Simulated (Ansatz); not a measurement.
Amorphous In9Ga9Zn9O39Mo, 67 atoms at 5.79 g/cm³, one PBE-relaxed geometry, zone centre. Methods: PBE, scalar-relativistic without spin-orbit coupling (Ansatz, a program for electronic structure); r2SCAN, scalar-relativistic without spin-orbit coupling (Ansatz); HSE06, scalar-relativistic without spin-orbit coupling (Ansatz). Plane waves to 420 eV (r2SCAN 500 eV); exact exchange is cut at the cell's faces. At PBE the levels at the filled edge of the gap are localised (band-tail or defect states). All rungs ran without spin polarisation.

A CHGNet melt-quench gave the starting glass, which DFT then relaxed. O atoms were pushed apart under 1.9 Å during the dynamics, to hinder bonds among them. The hot cell started wider than the set density and was brought back towards it in steps. It is the lowest in DFT energy of 2 quenches. It is a model cell: composition and starting density were chosen by hand, and all elements were melted together. No dispersion term was used. Its density started from a set value of 5.79 and ended at 5.79 g/cm³. Cooling (nominally 320 K/ps over its main leg) ran many orders faster than in experiment, which tends to leave more defects and strain. A cell of this size samples the disorder only roughly. The volume was held where the preparation left it and the shape relaxed, at a PBE pressure of 2.2 GPa. Stress components on the final sampling reach 2.4 GPa. Cycles of charging lowered its energy after that relaxation.

The relaxation ran on the zone centre alone. At PBE the level gap is 1.05 eV on a 2×2×2 Γ-centred mesh, and the spacing at the zone centre alone 1.07 eV.

Problem. What zone-centre spacing does r2SCAN give, roughly?

Solution. 1.53 eV (+0.46 eV against PBE).

Problem. What zone-centre spacing does HSE06 give, roughly?

Solution. 2.60 eV (+1.52 eV against PBE).

The highest filled and the lowest empty state spread over these numbers of atoms (participation numbers): PBE: 6.8 and 60.7; r2SCAN: 6.4 and 59.9; HSE06: 6.1 and 59.4.
